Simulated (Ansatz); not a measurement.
**Input and output of a self-consistent single point for Hf₂CoP (P2_1/m, 8 atoms in the cell) (Ansatz, a first-principles code)**

Method: LDA (PW92), default PAW files made with PBE (plane waves; Ansatz).

Input:

Ansatz 0.2 input:
```yaml
crystal:
  lattice:
    - [5.127225, 0.000000, 0.000000]
    - [0.000000, 3.546767, 0.000000]
    - [-2.423379, 0.000000, 6.908140]
  atoms:
    - { symbol: Hf, position: [0.772400, 0.250000, 0.563520] }
    - { symbol: Hf, position: [0.227600, 0.750000, 0.436480] }
    - { symbol: Hf, position: [0.296120, 0.250000, 0.081720] }
    - { symbol: Hf, position: [0.703880, 0.750000, 0.918280] }
    - { symbol: Co, position: [0.359770, 0.250000, 0.710690] }
    - { symbol: Co, position: [0.640230, 0.750000, 0.289310] }
    - { symbol: P, position: [0.861710, 0.250000, 0.211060] }
    - { symbol: P, position: [0.138290, 0.750000, 0.788940] }
basis:
  ecutwfc: 420.0
kpoints:
  mp_grid:
    grid: [5, 7, 3]
hamiltonian:
  xc: lda
  pseudopotentials:
    kind: paw
scf:
  occupations:
    method: gaussian
    width: 0.1
output:
  forces: true
  eigenvalues: true
  stress: true
```

Log, with long lists cut:

```
WARN ansatz: RAYON_NUM_THREADS=1 ignored (pool sized by the plan → 1); use --threads N
Pseudopotentials: kind: paw
Pseudopotential: Hf, paw, valence charge 26
Pseudopotential: Co, paw, valence charge 17
Pseudopotential: P, paw, valence charge 5
Crystal: 8 atoms, lattice volume = 125.625 Å³
Basis set: ecut = 420 eV, 2451 PW (Γ)
Bands: 89, of which v1, the nominal top of the filled ones, is band 74 counted from 1 (73 counted from 0)
Symmetry: 4 space group operations
Space group: P21/m (ITA 11), of the structure as read, at distance tolerance 5.0e-5 Å
k-points: 32 of 105
PAW frozen core: Hf, regenerated for the run's functional, and the local potential with it
PAW frozen core: Co, regenerated for the run's functional, and the local potential with it
PAW frozen core: P, regenerated for the run's functional, and the local potential with it
Initial density: superposition of atomic densities (neutral atoms: chi_scale 0, normalization atom), corrected by the library's trained network
Initial wavefunctions: pseudopotential atomic-orbital guess
Eigensolver: davidson
Functional: x = slater, c = lda
SCF iter   1: F=—  HF=-73493.042098 eV  |F-HF|=—  |Δ(HF+E_count)|=         —  Δρ=1.79e-2  dr2=2.84e-1  ethr=1.77e-3  ⟨swp⟩=5.4  Hψ=9417  notcnv=0  defer=46
all-band conjugate gradients solve this SCF's bands
preconditioner: auto → Kerker (q_TF=auto, 2.804 Å⁻¹)
SCF iter   2: F=—  HF=-73493.020291 eV  |F-HF|=—  |Δ(HF+E_count)|=   2.18e-2  Δρ=7.30e-3  dr2=5.94e-2  ethr=1.92e-4  ⟨swp⟩=2.0  Hψ=3406  notcnv=0  defer=56
SCF iter   3: F=—  HF=-73493.012711 eV  |F-HF|=—  |Δ(HF+E_count)|=   7.58e-3  Δρ=1.86e-3  dr2=6.76e-3  ethr=4.01e-5  ⟨swp⟩=1.5  Hψ=2669  notcnv=0  defer=56
SCF iter   4: F=—  HF=-73493.011422 eV  |F-HF|=—  |Δ(HF+E_count)|=   1.29e-3  Δρ=7.01e-4  dr2=7.47e-4  ethr=4.57e-6  ⟨swp⟩=2.0  Hψ=4862  notcnv=0  defer=56
SCF iter   5: F=—  HF=-73493.010880 eV  |F-HF|=—  |Δ(HF+E_count)|=   5.42e-4  Δρ=3.32e-4  dr2=1.40e-4  ethr=5.04e-7  ⟨swp⟩=2.0  Hψ=4558  notcnv=0  defer=56
SCF iter   6: F=—  HF=-73493.010833 eV  |F-HF|=—  |Δ(HF+E_count)|=   4.68e-5  Δρ=6.37e-5  dr2=5.75e-6  ethr=9.45e-8  ⟨swp⟩=2.0  Hψ=4552  notcnv=0  defer=56
SCF iter   7: F=—  HF=-73493.010828 eV  |F-HF|=—  |Δ(HF+E_count)|=   4.95e-6  Δρ=2.88e-5  dr2=1.23e-6  ethr=3.88e-9  ⟨swp⟩=2.2  Hψ=4949  notcnv=0  defer=56
SCF iter   8: F=—  HF=-73493.010828 eV  |F-HF|=—  |Δ(HF+E_count)|=   9.92e-8  Δρ=1.25e-5  dr2=1.71e-7  ethr=8.30e-10  ⟨swp⟩=2.0  Hψ=4890  notcnv=0  defer=56
SCF iter   9: F=-73493.010828 eV  HF=-73493.010828 eV  |F-HF|=7.57e-8  |Δ(HF+E_count)|=   1.40e-7  Δρ=5.95e-6  dr2=3.97e-8  ethr=6.76e-11  ⟨swp⟩=10.9  Hψ=15355  notcnv=0
SCF 1 converged in 9 iterations: F = -73493.010828 eV  dr2 = 3.97e-8
SCF converged after 9 iterations
Free energy (F): -73493.010828 eV
Harris-Foulkes:  -73493.010828 eV  (|F-HF|=7.57e-8)
Internal energy: -73492.982392 eV  (E = F + TS)
E sigma→0 (E₀):  -73492.996610 eV
Entropy (-TS):   -0.028436 eV (-3.555 meV/atom)
Fermi energy:    19.610526 eV
--- Per-component energies (eV) ---
  E_band       = -182.661204
  E_kinetic    = 2770.189297
  E_local      = -27352.547671  (includes V_loc(G=0)·N_el)
  E_nonlocal   = -3945.718789
  E_hartree    = 12648.310261
  E_xc         = -1638.257841
  E_vxc        = -1611.123432  (∫ρ·V_xc dr)
  E_paw        = -30729.198962  (= ΣΔE_a)
  E_vpaw       = 4659.923747  (= ΣTr[D̂ρ^β])
  E_aug_tail   = 0.000050  (compensation charges beyond the density's cutoff)
  E_ewald      = -25256.658910
  E_core_change = 10.900175  (= ΣΔE_core)
  E_smearing   = -0.028436  (= −TS)
  E_closure    = 0.000000  (closes the sum)
  Σ components = -73493.010828   (vs F -73493.010828, Δ=0.00e0)
--- Forces (eV/Å), atoms counted from 1 ---
  atom   1  Hf     0.00449956     0.00000000     0.03745412
  atom   2  Hf    -0.00449956     0.00000000    -0.03745412
  atom   3  Hf    -0.05405871     0.00000000    -0.10143788
  atom   4  Hf     0.05405871     0.00000000     0.10143788
  atom   5  Co    -0.11079152     0.00000000    -0.03441291
  atom   6  Co     0.11079152     0.00000000     0.03441291
  atom   7  P     -0.01671457     0.00000000    -0.03376503
  atom   8  P      0.01671457     0.00000000     0.03376503
  max |Σ_I F_I| component: 1.39e-17 eV/Å
--- Stress (GPa, compression-positive) ---
       -3.735495      -0.000000      -0.054817
       -0.000000      -4.513060       0.000000
       -0.054815       0.000000      -4.927357
  P = ⅓ Tr σ = -4.3920 GPa (-43.920 kbar)
  The stress holds the Pulay correction. Without it, at fixed plane waves, as pw.x and ABINIT print it: P = -4.4772 GPa
--- Band table (eV; the first three rows and the last of 32) ---
  k-point 0: bands = ["-74.3219", "-74.3219", "-42.0114", "-41.9870", "-41.9258", "-41.8933", "-38.0709", "-38.0707", "-38.0665", "-38.0663", "-37.9611", "-37.9602", "-10.9608", "-10.8602", "-10.8571", "-10.7306", "-10.6809", "-10.6363", "-10.6097", [...]
  k-point 1: bands = ["-74.3219", "-74.3219", "-42.0112", "-41.9874", "-41.9257", "-41.8933", "-38.0708", "-38.0708", "-38.0667", "-38.0661", "-37.9609", "-37.9604", "-10.9528", "-10.8460", "-10.8311", "-10.7574", "-10.6677", "-10.6672", "-10.6291", [...]
  k-point 2: bands = ["-74.3219", "-74.3219", "-42.0093", "-41.9872", "-41.9235", "-41.8942", "-38.0712", "-38.0711", "-38.0665", "-38.0663", "-37.9613", "-37.9606", "-10.9402", "-10.8599", "-10.8376", "-10.7234", "-10.7020", "-10.6557", "-10.6486", [...]
  k-point 31: bands = ["-74.3219", "-74.3219", "-41.9955", "-41.9934", "-41.9073", "-41.9047", "-38.0725", "-38.0724", "-38.0662", "-38.0659", "-37.9622", "-37.9619", "-10.9225", "-10.9022", "-10.8620", "-10.8443", "-10.7375", "-10.6834", [...]
```

The run converged in 9 iterations.

The starting cell comes from a database of computed structures (which also holds hypothetical and non-ambient phases and stackings), without a prior relaxation at this level. Its lattice was rescaled by up to half a per cent. Spin-orbit coupling is off. Spin polarisation is off, so a magnetic state, if there is one, cannot be reached. With a pressure of about -4 GPa the cell is away from its equilibrium volume at this level. Ansatz's pressure includes its estimate of the finite-basis (Pulay) stress.
